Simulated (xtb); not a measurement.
xtb 6.7.1, GFN1-xTB: Co(Br)(OMe)(tmeda) (C[O][Co]1([Br])<-[N](C)(C)CC[N]->1(C)C), charge 0, multiplicity 4, 31 atoms. The geometry is a generated start, not checked to be a minimum at this level.

method: GFN1-xTB
--acc: 1 (default)
--etemp (K): 300 (default)
detailed input (--input): none: ANC optimiser, Lindh (1995) Hessian, microcycle=20, maxdispl=1.0, hlow=0.01 (default)
basis functions: 98
valence electrons: 79

Charge 0 and multiplicity 4 are set for this test and not shown to be the ground state. GFN-xTB has no spin term: --uhf 3 sets the occupations alone.

The structure is relaxed from this start with --opt LEVEL for the levels crude, sloppy, loose, lax, normal, tight, vtight, extreme, once each. Up to the end of the extreme run atoms move by at most 0.29 Å along an axis.

What is the loosest level that ends within 5 meV of the extreme run, and how many cycles does it take?

lax: 12 cycles against 41, ending 1.7 meV above.

```json
[
 {"level": "crude", "cycles": "3", "energy above the extreme run (meV)": "13", "gradient norm (eV/Å)": "0.39"},
 {"level": "sloppy", "cycles": "5", "energy above the extreme run (meV)": "7.8", "gradient norm (eV/Å)": "0.16"},
 {"level": "loose", "cycles": "6", "energy above the extreme run (meV)": "6.5", "gradient norm (eV/Å)": "0.13"},
 {"level": "lax", "cycles": "12", "energy above the extreme run (meV)": "1.7", "gradient norm (eV/Å)": "0.049"},
 {"level": "normal", "cycles": "18", "energy above the extreme run (meV)": "0.49", "gradient norm (eV/Å)": "0.015"},
 {"level": "tight", "cycles": "22", "energy above the extreme run (meV)": "0.23", "gradient norm (eV/Å)": "0.0077"},
 {"level": "vtight", "cycles": "35", "energy above the extreme run (meV)": "under 0.01", "gradient norm (eV/Å)": "0.0019"},
 {"level": "extreme", "cycles": "41", "energy above the extreme run (meV)": "—", "gradient norm (eV/Å)": "0.0021"}
]
```
